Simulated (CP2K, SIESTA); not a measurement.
A CP2K input for a self-consistent single point of Na (Im-3m, 1 atom in the cell) (DFT PBE, GPW, DZVP-MOLOPT-SR-GTH basis, GTH-PBE potentials (GTH_POTENTIALS)):

```
&GLOBAL
  PROJECT calc
  RUN_TYPE ENERGY_FORCE
  PRINT_LEVEL LOW
&END GLOBAL
&FORCE_EVAL
  METHOD Quickstep
  STRESS_TENSOR ANALYTICAL
  &DFT
    BASIS_SET_FILE_NAME BASIS_MOLOPT
    POTENTIAL_FILE_NAME GTH_POTENTIALS
    &QS
      METHOD GPW
      EPS_DEFAULT 1E-11
    &END QS
    &MGRID
      CUTOFF 950
      REL_CUTOFF 60
      NGRIDS 5
    &END MGRID
    &SCF
      SCF_GUESS ATOMIC
      EPS_SCF 1E-6
      MAX_SCF 100
      ADDED_MOS 4
      &DIAGONALIZATION
        ALGORITHM STANDARD
      &END DIAGONALIZATION
      &MIXING
        METHOD BROYDEN_MIXING
        ALPHA 0.3
        NBUFFER 10
      &END MIXING
      &SMEAR ON
        METHOD FERMI_DIRAC
        ELECTRONIC_TEMPERATURE [K] 1160.45
      &END SMEAR
    &END SCF
    &KPOINTS
      SCHEME MONKHORST-PACK 9 9 9
    &END KPOINTS
    &XC
      &XC_FUNCTIONAL PBE
      &END XC_FUNCTIONAL
    &END XC
    &PRINT
      &MO
        EIGENVALUES T
        OCCUPATION_NUMBERS T
        NDIGITS 8
        FILENAME mo
        &EACH
          QS_SCF 0
        &END EACH
        ADD_LAST NUMERIC
      &END MO
      &MULLIKEN OFF
      &END MULLIKEN
    &END PRINT
  &END DFT
  &SUBSYS
    &CELL
      A 3.68926800 0.00000000 0.00000000
      B -1.22975600 3.47827500 0.00000000
      C -1.22975600 -1.73913800 3.01227500
      PERIODIC XYZ
    &END CELL
    &COORD
      SCALED
      Na       0.00000000     0.00000000     0.00000000
    &END COORD
    &KIND Na
      BASIS_SET DZVP-MOLOPT-SR-GTH-q9
      POTENTIAL GTH-PBE-q9
    &END KIND
  &END SUBSYS
  &PRINT
    &FORCES ON
    &END FORCES
    &STRESS_TENSOR ON
    &END STRESS_TENSOR
  &END PRINT
&END FORCE_EVAL
```

Problem. Translate this input to SIESTA.

Solution. This is the input that was run; spellings and numerical settings could be chosen otherwise.

```
# files in the folder: Na.psml (PseudoDojo PBE standard)
SystemName  Na
SystemLabel Na

NumberOfAtoms                1
NumberOfSpecies              1
%block ChemicalSpeciesLabel
  1 11 Na
%endblock ChemicalSpeciesLabel
LatticeConstant              1.0 Ang
%block LatticeVectors
    -2.130000000    2.130000000    2.130000000
     2.130000000   -2.130000000    2.130000000
     2.130000000    2.130000000   -2.130000000
%endblock LatticeVectors
AtomicCoordinatesFormat      Bohr
%block AtomicCoordinatesAndAtomicSpecies
     0.000000000    0.000000000    0.000000000  1
%endblock AtomicCoordinatesAndAtomicSpecies

XC.functional                GGA
XC.authors                   PBE
PAO.BasisSize                DZP
PAO.EnergyShift              0.01 Ry
MeshCutoff                   300 Ry
%block kgrid.MonkhorstPack
    9   0   0  0.0
    0   9   0  0.0
    0   0   9  0.0
%endblock kgrid.MonkhorstPack
OccupationFunction           FD
ElectronicTemperature        1160.45 K

MaxSCFIterations             150
SCF.Mixer.Method             Pulay
SCF.Mixer.Weight             0.2
SCF.Mixer.History            8
SCF.DM.Tolerance             1.0E-05
Diag.ParallelOverK           true
WriteForces                  true
```

Basis settings and potentials, where a program has them, do not carry over. This input uses DFT, GGA PBE, numerical atomic orbitals DZP, PseudoDojo PBE standard norm-conserving potentials (rewritten from UPF to PSML). Both were run: pressure -0.06 GPa in CP2K and -0.04 in SIESTA.

On SIESTA: the starting cell has typed, rounded lattice constants, without a prior relaxation at this level. Values carry the incompleteness of an atom-centred basis.

On CP2K: the starting cell has typed, rounded lattice constants, without a prior relaxation at this level. Values carry the incompleteness of an atom-centred basis.
